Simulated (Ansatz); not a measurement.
WRe3 (I4/mmm, No. 139, 4 atoms in the cell; start mp-974416) was calculated with PBEsol (plane waves, PAW; Ansatz, a first-principles code).

Numerical settings: plane-wave cutoff 520 eV, 20×20×20 k mesh, Fermi–Dirac smearing 0.05 eV, no spin polarisation, scalar-relativistic PAW data made under PBE.

Cell (relaxed at this level):

Space group I4/mmm (No. 139); a = 3.906 Å, b = 3.906 Å, c = 7.820 Å, α = 90.00°, β = 90.00°, γ = 90.00°

| atom | site | symmetry | x | y | z |
|---|---|---|---|---|---|
| Re | 4d | -4m2 | 0.0000 | 0.5000 | 0.2500 |
| Re | 2b | 4/mmm | 0.0000 | 0.0000 | 0.5000 |
| W | 2a | 4/mmm | 0.0000 | 0.0000 | 0.0000 |
(The calculation used a cell of 4 atoms; values per cell refer to that cell.)

Task: Estimate the bulk modulus B0 that the calculation returns.

Result: 
bulk modulus B0: 367 GPa

Note: the run has no spin polarisation, so it can have missed a magnetic state; the bulk modulus is −V dP/dV from two relaxed cells at ±2 % in volume; the relaxation could not lower the start's symmetry, so the cell can be a saddle point above a distorted one.

Spin–orbit coupling is not included.

The computed numbers hold no vibrational or temperature effects.

Computing time: around 11 core-minutes (rough).

A start named mp-… is a Materials Project structure, which need not be a measured phase.
